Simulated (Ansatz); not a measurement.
## BaHfO₃ (Pm-3m): band-edge transport data

```
CELL_PARAMETERS angstrom
      4.20611     0.00000     0.00000
      0.00000     4.20611     0.00000
      0.00000     0.00000     4.20608
ATOMIC_POSITIONS crystal
  Ba 0.50000 0.50000 0.99798
  Hf 0.00000 0.00000 0.49799
  O  0.00000 0.50000 0.49802
  O  0.50000 0.00000 0.49802
  O  0.00000 0.00000 0.99801
```

Method: PBE, rigid bands (plane waves, PAW, scalar-relativistic; Ansatz, a first-principles code). Condition of this run: functional PBE, cell relaxed with it. Geometry: cell and atoms relaxed with PBE.

```json
{
 "band_gap": "3.62 eV",
 "electron conductivity mass (300 K, dilute)": "0.52 mₑ",
 "hole conductivity mass (300 K, dilute)": "2.2 mₑ",
 "effective density of states N_c (300 K)": "4.2e19 cm⁻³",
 "effective density of states N_v (300 K)": "4.6e20 cm⁻³",
 "density_of_states_mass_electrons": "1.41 mₑ",
 "density_of_states_mass_holes": "7.0 mₑ",
 "Seebeck coefficient, n-type 1e19 cm⁻³, 300 K": "-340 μV/K",
 "best n-type power factor at 300 K for τ = 10 fs (best axis; densities from 1e16 to 1e21 cm⁻³ tried, whether or not they can be reached)": "13.1 μW/(cm·K²) at 1e20 cm⁻³",
 "Seebeck coefficient, p-type 1e19 cm⁻³, 300 K": "550 μV/K"
}
```

Rigid bands; masses and Seebeck coefficients take one relaxation time τ for all states and one kind of carrier; polarons and phonon drag are left out. Spin-orbit coupling is left out; with 5d elements it also splits d-like band edges.

Computed structure with no diffraction record at hand here (it may be known, metastable or hypothetical): BaHfO3 (Pm-3m).
